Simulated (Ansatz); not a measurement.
SiC, pressure series

Start from SiC (space group P6_3mc, No. 186; a = 3.095 Å, c = 15.186 Å).

Cell and atoms are relaxed at each pressure.

Levels (all Ansatz, a quantum-chemistry and plane-wave program, PAW, earlier PAW set): PBE (420 eV, without spin-orbit coupling); PBEsol (420 eV, no SOC).

The base cell above is that of PBE; each level relaxes its own structures.

```tsv
case	volume per atom, PBE	volume per atom, PBEsol
pressure −2 GPa	10.60 Å³	10.43 Å³
pressure −1 GPa	10.55 Å³	10.38 Å³
pressure 0.3 GPa	10.48 Å³	10.32 Å³
pressure 0.7 GPa	10.46 Å³	10.30 Å³
pressure 1.5 GPa	10.43 Å³	10.27 Å³
pressure 3 GPa	10.36 Å³	10.20 Å³
pressure 5 GPa	10.27 Å³	10.12 Å³
pressure 7.5 GPa	10.16 Å³	10.01 Å³
pressure 10 GPa	10.06 Å³	9.92 Å³
```

PBE lies above PBEsol in every row, by 0.14 Å³ to 0.17 Å³. They put the cases in the same order.

Load acts through the strain it causes; cell and atoms are relaxed under it. Whether these cells are dynamically stable was not tested. No other phases were tried under pressure.
